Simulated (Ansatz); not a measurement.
Take BaTiO3 (space group R3m, No. 160) as the base.

```
CELL_PARAMETERS angstrom
      2.84011     1.63974     2.33159
     -2.84011     1.63974     2.33159
      0.00000    -3.27947     2.33159
ATOMIC_POSITIONS crystal
  Ba 0.00127 0.00127 0.00127
  Ti 0.51469 0.51469 0.51469
  O  0.48822 0.97869 0.48822
  O  0.48822 0.48822 0.97869
  O  0.97869 0.48822 0.48822
```

Computed with r2SCAN (Ansatz, a first-principles code), no spin-orbit coupling, earlier PAW set.

Carriers are added at fixed cell with a uniform background; the Fermi–Dirac width is that of 300 K.

One change was made to it. Results:

The gap between the host's bands falls by 0.015 eV to 2.85 eV; the largest internal atomic displacement amounts to 0.010 Å; the Fermi level relative to the doped band's edge (positive inside the band; to 0.05 eV) amounts to +0.10 eV; the gap character is still indirect, T → Γ.

Problem. Which change produced these results?
A) electrons 1.0×10^22 cm⁻³
B) holes 3.0×10^21 cm⁻³
C) electrons 5.0×10^21 cm⁻³

Solution. B, holes 3.0×10^21 cm⁻³. For comparison, the Fermi level from band edge in the other runs: electrons 5.0×10^21 cm⁻³ gives +0.35 eV; electrons 1.0×10^22 cm⁻³ gives +0.60 eV.

Charged cell with a jellium background: band edges are those of the host's band count, energies are not comparable with the neutral cell, and many-body gap narrowing is missing. Whether these cells are dynamically stable was not tested. All final runs are without spin polarisation. This is not the structure that BaTiO3 has at room temperature and ambient pressure. k-point labels follow each cell's own Brillouin zone.
